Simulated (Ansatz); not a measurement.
Polymorphs of Zr$_{3}$N$_{4}$, Ansatz (an electronic-structure program) with PBEsol, rigid bands; geometry: cell and atoms relaxed with PBEsol.
- Fd-3m, primitive cell of 14: a = 6.423 Å, b = 6.423 Å, c = 6.423 Å, α = 60.00°, β = 60.00°, γ = 60.00°
- I-43d, primitive cell of 14: a = b = c = 5.8047 Å, α = β = γ = 109.47°

| Space group | volume per atom (Å³) | band gap | electron conductivity mass | hole conductivity mass | Seebeck coefficient, n-type 1e19 cm⁻³ |
|---|---|---|---|---|---|
| Fd-3m | 13.4 | ___ | 0.29 mₑ | 0.69 mₑ | -215 μV/K |
| I-43d | 10.8 | ___ | 0.38 mₑ | 0.84 mₑ | -231 μV/K |

**Question.** What belongs in the gaps?

**Answer.** 
- Fd-3m, band gap: 0.50 eV
- I-43d, band gap: 0.76 eV

Masses are for dilute carriers at 300 K, harmonic means over directions unless an axis is named. Seebeck coefficients are for the stated density at 300 K, with one relaxation time for all states and whether or not that doping can be reached. Spin-orbit coupling is left out.

Computed structure with no diffraction record at hand here (it may be known, metastable or hypothetical): Zr3N4 (Fd-3m), Zr3N4 (I-43d).
